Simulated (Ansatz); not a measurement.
Start from AgI in the rock salt structure (space group Fm-3m, No. 225; a = 5.9850 Å; a model cell, its experimental status unchecked). Axes: x, y, z lie along the cube axes.

Method: PBEsol in Ansatz (plane waves to 420 eV, PAW, scalar-relativistic without spin-orbit coupling).

Base values:

The shortest interatomic distance is 2.992 Å.

It is then changed as follows: biaxial strain +3.76 %, plane normal [111], relaxed out of plane (Cartesian); in-plane vectors clamped, the third vector and the atoms free.

Q: What happens to the out-of-plane strain?

A: The out-of-plane strain comes out as -4.73 %.

Q: How does this affect the shortest interatomic distance?

A: The shortest interatomic distance rises by 0.0302 Å, from 2.992 Å to 3.023 Å.

Stability against distortions was not tested. This is not the structure that AgI has at room temperature and ambient pressure.

Ansatz is an electronic-structure program.
